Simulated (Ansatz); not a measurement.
Effective masses and thermopower of NaH (Fm-3m)

Consider the following.

```
CELL_PARAMETERS angstrom
      0.00000     2.39574     2.39574
      2.39574     0.00000     2.39574
      2.39574     2.39574     0.00000
ATOMIC_POSITIONS crystal
  Na 0.00000 0.00000 0.00000
  H  0.50000 0.50000 0.50000
```

Computed with PBEsol, rigid bands (plane waves, PAW, scalar-relativistic; Ansatz, a quantum-chemistry and plane-wave program). Geometry: cell and atoms relaxed with PBEsol.

| Item | Result |
|---|---|
| band gap | 3.61 eV |
| electron conductivity mass (300 K, dilute) | 0.47 mₑ |
| hole conductivity mass (300 K, dilute) | 1.44 mₑ |
| effective density of states N_c (300 K) | 4.7e19 cm⁻³ |
| effective density of states N_v (300 K) | 3.6e20 cm⁻³ |
| density-of-states mass, electrons | 1.51 mₑ |
| density-of-states mass, holes | 5.9 mₑ |
| Seebeck coefficient, n-type 1e19 cm⁻³, 300 K | -351 μV/K |
| best n-type power factor at 300 K for τ = 10 fs (best axis; densities from 1e16 to 1e21 cm⁻³ tried, whether or not they can be reached) | 16.5 μW/(cm·K²) at 1e20 cm⁻³ |
| Seebeck coefficient, p-type 1e19 cm⁻³, 300 K | 538 μV/K |

Rigid bands; masses and Seebeck coefficients take one relaxation time τ for all states and one kind of carrier; polarons and phonon drag are left out. Spin-orbit coupling is left out.

Computed structure, not matched to a measured one here, so possibly hypothetical: NaH (Fm-3m).
